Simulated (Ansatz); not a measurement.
Levels about the gap of amorphous Te$_{16}$Zn$_{4}$O$_{36}$ (56 atoms in a cell of 1042 Å³, 4.59 g/cm³; zone centre alone, so wide bands show as single levels with stretches between that a denser mesh fills), at the geometry that PBE relaxed, where it gives 0.0 GPa on a denser mesh. The participation number counts the atoms over which a state spreads; weights are charges in smoothed Voronoi cells. The levels come from a single point, so bond lengths are those of that geometry. Method of the levels: PBE, scalar-relativistic without spin-orbit coupling (Ansatz, a quantum-chemistry and plane-wave program). Sampling: the zone centre alone; Fermi-Dirac width 0.02 eV; no spin polarisation.

The cell was made by melting and quenching with the CHGNet potential and then relaxed with DFT. O atoms were pushed apart under 1.9 Å during the dynamics, to hinder bonds among them. The hot cell started wider than the set density and was brought back towards it in steps. It is the lowest in DFT energy of 2 quenches. It is a model cell: composition and starting density were chosen by hand, and all elements were melted together. No dispersion term was used. Its density started from a set value of 5.28 and ended at 4.59 g/cm³. Cooling (nominally 310 K/ps over its main leg) ran many orders faster than in experiment, which tends to leave more defects and strain. Values belong to this one cell and scatter from quench to quench. Volume and shape were free in the relaxation. On a 2×2×2 Γ-centred mesh force components of up to 0.16 eV/Å stay, since the relaxation ran on the zone centre alone.

| E - E(highest filled), eV | filling | participation number | largest on | weight O | weight Te | weight Zn |
|---|---|---|---|---|---|---|
| -0.49 | filled | 18.6 | O, 2 neighbours | 0.78 | 0.19 | 0.03 |
| -0.46 | filled | 19.3 | O, 3 neighbours | 0.79 | 0.17 | 0.04 |
| -0.40 | filled | 24.2 | O, 2 neighbours | 0.78 | 0.18 | 0.03 |
| -0.37 | filled | 27.8 | O, 2 neighbours | 0.76 | 0.19 | 0.05 |
| -0.35 | filled | 22.2 | O, 2 neighbours | 0.77 | 0.18 | 0.05 |
| -0.28 | filled | 25.3 | O, 2 neighbours | 0.77 | 0.19 | 0.03 |
| 0.00 | filled | 11.7 | Te, 5 neighbours | 0.76 | 0.22 | 0.02 |
| 2.73 | empty | 23.5 | Te, 3 neighbours | 0.49 | 0.50 | 0.01 |
| 2.94 | empty | 21.0 | Te, 4 neighbours | 0.48 | 0.51 | 0.01 |
| 3.08 | empty | 25.6 | Te, 4 neighbours | 0.48 | 0.51 | 0.01 |
| 3.15 | empty | 24.3 | Te, 3 neighbours | 0.50 | 0.50 | 0.01 |
| 3.21 | empty | 23.9 | Te, 4 neighbours | 0.48 | 0.50 | 0.02 |
| 3.30 | empty | 28.6 | Te, 5 neighbours | 0.50 | 0.49 | 0.01 |
| 3.40 | empty | 34.7 | Te, 3 neighbours | 0.49 | 0.48 | 0.03 |

Most localised among these is the filled level at +0.00 eV, on a Te atom, which has 5 neighbours (O 1.88 Å, O 2.05 Å, O 2.21 Å, O 2.21 Å, O 2.37 Å).
